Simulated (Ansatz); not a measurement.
Start from PtSe2 in the CdI2 type structure (space group P-3m1, No. 164; a = 3.772 Å, c = 4.821 Å; layered; relaxed with 0.1 eV smearing). Axes: x lies along a and z along c of the hexagonal cell.

Method: PBE-D3(BJ) in Ansatz (plane waves to 420 eV, PAW, scalar-relativistic without spin-orbit coupling).

One thing is altered: tensile biaxial strain of 0.50 % in the plane normal to [001], as in epitaxy on a mismatched substrate; the out-of-plane cell vector and the atoms relax.

### Question
What happens to the out-of-plane strain?

### Answer
The out-of-plane strain is -0.67 %.

### Question
How does this affect the in-plane stress?

### Answer
The mean in-plane stress (compression positive) comes out as -1.0 GPa.

No phonon test of stability was made. The final runs are not spin-polarised.

Ansatz is a first-principles code.
